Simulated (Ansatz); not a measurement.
# Pressure series in Mo

Base system: Mo in the bcc (W type) structure (space group Im-3m, No. 229; a = 3.151 Å).

Cell and atoms are relaxed at each pressure.

Computed with r2SCAN (Ansatz, an electronic-structure program, PAW, spin-orbit coupling left out), earlier PAW set.

Notes on the quantities. enthalpy: H = E + PV relative to the base's energy.

```csv
variant,shortest interatomic distance,enthalpy
base,2.729 Å,–
pressure −2 GPa,2.736 Å,-0.20 eV/atom
pressure −1 GPa,2.732 Å,-0.10 eV/atom
pressure 1.8 GPa,2.723 Å,+0.18 eV/atom
pressure 4.2 GPa,2.715 Å,+0.41 eV/atom
pressure 9 GPa,2.701 Å,+0.86 eV/atom
pressure 18 GPa,2.676 Å,+1.70 eV/atom
pressure 30 GPa,2.647 Å,+2.79 eV/atom
pressure 45 GPa,2.616 Å,+4.10 eV/atom
pressure 60 GPa,2.588 Å,+5.37 eV/atom
```

Load acts through the strain it causes; cell and atoms are relaxed under it. No phonon test of stability was made. Competing high-pressure phases were not computed. The final runs are not spin-polarised.
